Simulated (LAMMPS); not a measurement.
An MD run on CoAl (CsCl type), 1024 atoms, at 2280 K and 0 GPa, heated as the crystal.

Computed with classical MD, pair style meam, file MoCoNiVFeAlCr_2nn.meam, run in LAMMPS.

Task: Give probability per degree against angle (°) as the simulation yields it.

Result: State found: crystal; no diffusion seen in 30 ps.
```csv
angle (°),"probability per degree, Al-Al-Co","probability per degree, Co-Al-Co","probability per degree, Al-Al-Al"
34.50,0.0000,0.0000,0.0000
37.50,0.0004,0.0000,0.0000
40.50,0.0023,0.0000,0.0002
43.50,0.0073,0.0001,0.0008
46.50,0.0156,0.0003,0.0016
49.50,0.0242,0.0010,0.0022
52.50,0.0286,0.0026,0.0019
55.50,0.0272,0.0053,0.0015
58.50,0.0218,0.0092,0.0008
61.50,0.0151,0.0134,0.0004
64.50,0.0096,0.0166,0.0005
67.50,0.0056,0.0182,0.0007
70.50,0.0029,0.0179,0.0015
73.50,0.0015,0.0159,0.0038
76.50,0.0008,0.0132,0.0080
79.50,0.0004,0.0103,0.0152
82.50,0.0003,0.0076,0.0242
85.50,0.0004,0.0062,0.0327
88.50,0.0006,0.0055,0.0380
91.50,0.0008,0.0063,0.0372
94.50,0.0010,0.0080,0.0321
97.50,0.0013,0.0100,0.0246
100.5,0.0017,0.0128,0.0166
103.5,0.0026,0.0150,0.0098
106.5,0.0042,0.0162,0.0053
109.5,0.0066,0.0161,0.0026
112.5,0.0097,0.0149,0.0012
115.5,0.0136,0.0123,0.0005
118.5,0.0168,0.0101,0.0003
121.5,0.0187,0.0073,0.0002
124.5,0.0192,0.0053,0.0003
127.5,0.0180,0.0032,0.0004
130.5,0.0155,0.0021,0.0007
133.5,0.0122,0.0012,0.0010
136.5,0.0092,0.0008,0.0011
139.5,0.0064,0.0005,0.0012
142.5,0.0041,0.0005,0.0012
145.5,0.0027,0.0007,0.0011
148.5,0.0017,0.0011,0.0010
151.5,0.0011,0.0018,0.0011
154.5,0.0006,0.0024,0.0019
157.5,0.0004,0.0037,0.0032
160.5,0.0002,0.0052,0.0047
163.5,0.0001,0.0062,0.0073
166.5,0.0001,0.0072,0.0096
169.5,0.0000,0.0071,0.0112
172.5,0.0000,0.0063,0.0111
175.5,0.0000,0.0041,0.0081
178.5,0.0000,0.0015,0.0030
```

Caution: a run this short can hold a crystal over, or a liquid under, the potential's own melting point, which these runs don't give.
